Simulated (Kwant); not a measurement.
System: π system c1cncnc1 between two chain leads. The π system is taken as planar. Atoms are numbered from 0 in the order of the SMILES. Site energies (eV, carbon 0): [0.0, 0.0, -1.35, 0.0, -1.35, 0.0]. Bonds (i, j, β in eV): (0,1,-2.7) (1,2,-2.7) (2,3,-2.7) (3,4,-2.7) (4,5,-2.7) (5,0,-2.7). Leads: chains of hopping −4.1 eV, joined by −1.4 eV to atoms 0 and 3.

Site energies and bond integrals are typed Hückel values.

Model: Hückel tight-binding model, one pz orbital an atom, one spin, coherent transport at 0 K (Kwant). Conductance is in e²/h.

Sweep values stay those of the base run.

Base results: mean G (e²/h) over the sweep 0.22; transmission at E = 0 0.031.

Question: What follows from this one change: contacts moved from atoms [0, 3] to [1, 3]?

Answer: mean G over the sweep 0.22 → 0.084 e²/h; transmission at E = 0 0.031 → < 1e-12.

Question: What follows from this one change: contacts moved from atoms [0, 3] to [1, 5]?

Answer: mean G over the sweep 0.22 → 0.18 e²/h; transmission at E = 0 0.031 → 0.0078.

Question: What follows from this one change: contacts moved from atoms [0, 3] to [0, 1]?

Answer: mean G over the sweep 0.22 → 0.090 e²/h; transmission at E = 0 little changed (0.031).
